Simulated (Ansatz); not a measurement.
The reference is Te (space group P3_121, No. 152; a = 4.624 Å, c = 5.903 Å; made of chains).

Level of theory: r2SCAN (Ansatz, an electronic-structure program), spin-orbit coupling left out.

Base values:

- Gap between the host's bands: 0.55 eV
- Gap character: indirect, L–H (80 % along) → H

Modification: electron doping at 3.0×10^21 cm⁻³ (0.328 per cell), with a uniform compensating background at fixed cell and a 300 K Fermi–Dirac width.

Predict the new largest internal atomic displacement.

The largest internal atomic displacement comes out as 0.048 Å.

What happens to the gap between the host's bands?

The gap between the host's bands shrinks by 0.022 eV, from 0.55 eV to 0.52 eV.

Estimate the effect on the gap character.

The gap character stays indirect, L–H (80 % along) → H.

What does the calculation give for the Fermi level from band edge after the change?

The Fermi level relative to the doped band's edge (positive inside the band; to 0.05 eV) comes out as +0.35 eV.

Charged cell with a jellium background: band edges are those of the host's band count, energies are not comparable with the neutral cell, and many-body gap narrowing is missing. Spin-orbit coupling, missing from the scalar runs, can matter with Te. Stability against distortions was not tested. No dispersion term is included, though the crystal is made of layers, chains or molecules, so its spacings can come out too wide.
